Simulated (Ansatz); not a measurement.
Where the default PAW files enter, the runs use the earlier of Ansatz's two default sets.

Inside the gap of an insulator the Bloch states are evanescent, with a wavenumber k + iκ along the transport direction.

```xyz
6
Lattice="5.5307 0.0000 0.0000 1.6795 5.2696 0.0000 1.6795 1.2275 2.2274" Properties=species:S:1:pos:R:3 pbc="T T T"
Mg     4.4449     3.2485     1.1137
Mg     0.0000     0.0000     0.0000
F      2.8461     2.0801     0.8780
F      6.0436     4.4170     1.3495
F      3.2783     4.8448     1.1137
F      5.6115     1.6523     1.1137
```

Space group of this cell: P4_2/mnm, rutile. The cell is taken as given; by r2SCAN its mean pressure is 0.5 GPa.

Transport runs along the normal of the first two printed cell vectors, the (111) plane of the conventional cell.

No gap correction and no spin-orbit coupling; mid-gap values are interpolated between computed energies.

**Question.** State the band gap and the smallest decay constant κ at mid-gap according to Ansatz (a quantum-chemistry and plane-wave program) with r2SCAN.

**Answer.** Gap 8.09 eV on a 14×14×14 mesh; κ = 0.565 1/Å, at the zone centre.
